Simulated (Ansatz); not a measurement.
The starting structures come from a database of crystals and need not be the phases stable at ambient conditions.

The decay constant κ of evanescent states in the gap governs leakage through a thin film.

Data:

```yaml
crystal:
  lattice:
    - [6.12356, 0.00000, 0.00000]
    - [0.00000, 8.61090, 0.00000]
    - [0.00000, 0.00000, 5.91593]
  atoms:
    - { symbol: La, position: [0.54767, 0.75000, 0.98415] }
    - { symbol: La, position: [0.45233, 0.25000, 0.01585] }
    - { symbol: La, position: [0.95233, 0.25000, 0.48415] }
    - { symbol: La, position: [0.04767, 0.75000, 0.51585] }
    - { symbol: Y, position: [0.00000, 0.00000, 0.00000] }
    - { symbol: Y, position: [0.50000, 0.00000, 0.50000] }
    - { symbol: Y, position: [0.50000, 0.50000, 0.50000] }
    - { symbol: Y, position: [0.00000, 0.50000, 0.00000] }
    - { symbol: O, position: [0.80703, 0.92908, 0.69108] }
    - { symbol: O, position: [0.19297, 0.07092, 0.30892] }
    - { symbol: O, position: [0.69297, 0.07092, 0.19108] }
    - { symbol: O, position: [0.30703, 0.92908, 0.80892] }
    - { symbol: O, position: [0.30703, 0.57092, 0.80892] }
    - { symbol: O, position: [0.69297, 0.42908, 0.19108] }
    - { symbol: O, position: [0.19297, 0.42908, 0.30892] }
    - { symbol: O, position: [0.80703, 0.57092, 0.69108] }
    - { symbol: O, position: [0.93727, 0.75000, 0.13275] }
    - { symbol: O, position: [0.06273, 0.25000, 0.86725] }
    - { symbol: O, position: [0.56273, 0.25000, 0.63275] }
    - { symbol: O, position: [0.43727, 0.75000, 0.36725] }
```

Space group of this cell: Pnma. The cell is taken as given; by PBEsol its mean pressure is -5.6 GPa.

Transport runs along the normal of the first two printed cell vectors.

The gap is the functional's own, uncorrected, and κ follows it; spin-orbit coupling is left out. Mid-gap values are interpolated between the computed energies.

Task: Give the band gap and the smallest decay constant κ at mid-gap that PBEsol in Ansatz (a first-principles code) yields.

Result: Gap 4.34 eV on a 6×4×6 mesh; κ = 0.384 1/Å, at the zone centre.
